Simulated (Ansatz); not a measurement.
**Effective masses and thermopower of CdTe under load (space group R3m)**

Here is the system:

```xyz
2
Lattice="0.0275 3.2626 3.2626 3.2626 0.0275 3.2626 3.2626 3.2626 0.0275" Properties=species:S:1:pos:R:3 pbc="T T T"
Cd     0.0055     0.0055     0.0055
Te     1.6326     1.6326     1.6326
```

All values below come from r2SCAN with spin-orbit coupling, rigid bands (plane waves, PAW; Ansatz, an electronic-structure program). Condition of this run: uniaxial stress along [111] of -0.5 GPa (compression positive) (the target of the relaxation). Geometry: cell and atoms relaxed with PBEsol, then loaded as said.

* **band gap**: 0.97 eV
* **electron conductivity mass (300 K, dilute)**: 0.099 mₑ
* **hole conductivity mass (300 K, dilute)**: 0.50 mₑ
* **effective density of states N_c (300 K)**: 7.3e17 cm⁻³
* **effective density of states N_v (300 K)**: 9.3e18 cm⁻³
* **density-of-states mass, electrons**: 0.095 mₑ
* **density-of-states mass, holes**: 0.52 mₑ
* **Seebeck coefficient, n-type 1e19 cm⁻³, 300 K**: -64 μV/K
* **Seebeck coefficient, p-type 1e19 cm⁻³, 300 K**: 258 μV/K
* **best p-type power factor at 300 K for τ = 10 fs (best axis; densities from 1e16 to 1e21 cm⁻³ tried, whether or not they can be reached)**: 5.6 μW/(cm·K²) at 1e20 cm⁻³

Rigid bands; masses and Seebeck coefficients take one relaxation time τ for all states and one kind of carrier; polarons and phonon drag are left out. Geometry: cell and atoms relaxed with PBEsol.
